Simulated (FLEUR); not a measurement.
Band structure of Pb (Fm-3m, 1 atom in the cell).

```
Pb
1.0
    0.00000     2.51970     2.51970
    2.51970     0.00000     2.51970
    2.51970     2.51970     0.00000
Pb
1
Cartesian
  0.00000   0.00000   0.00000
```

Method: PBE, all-electron FLAPW (FLEUR), scalar-relativistic valence in FLEUR.

Settings: Kmax = 3.8 1/bohr; GmaxXC = 11.4 1/bohr; xcFunctional = pbe; jspins = 1; l_soc = F; mode = hist; fermiSmearingEnergy = 0.00367493 Htr; mesh (inpgen div1-3) = 8 8 8; inpgen gamma flag = true; Gmax = 11.4 1/bohr; numbands = 0; maxIterBroyd = 15; imix = Anderson; alpha = 0.05.

The starting cell comes from a database of computed structures (which also holds hypothetical and non-ambient phases and stackings), without a prior relaxation at this level. Its lattice was rescaled by a random factor within 2.5 % of one. Spin-orbit coupling is off. Values depend on the basis (sphere radii, cutoffs, local orbitals), which need not be converged.

Levels in eV from the Fermi level, bands 4 to 11:
```
point       4       5       6      7      8     9     10     11
-----  ------  ------  ------  -----  -----  ----  -----  -----
Γ      -16.84  -16.84  -11.37   7.05   7.05  7.05   9.74  10.87
X      -16.69  -16.69   -6.76  -3.03   2.03  2.03   5.28   6.53
W      -16.80  -16.69   -6.67  -1.23  -1.23  0.35  10.49  11.90
K      -16.78  -16.73   -6.83  -2.10  -1.09  2.90   6.36  11.06
L      -16.72  -16.72   -8.05  -3.91   5.33  5.33   9.10   9.22
U      -16.78  -16.73   -6.83  -2.10  -1.09  2.90   6.36  11.06
```
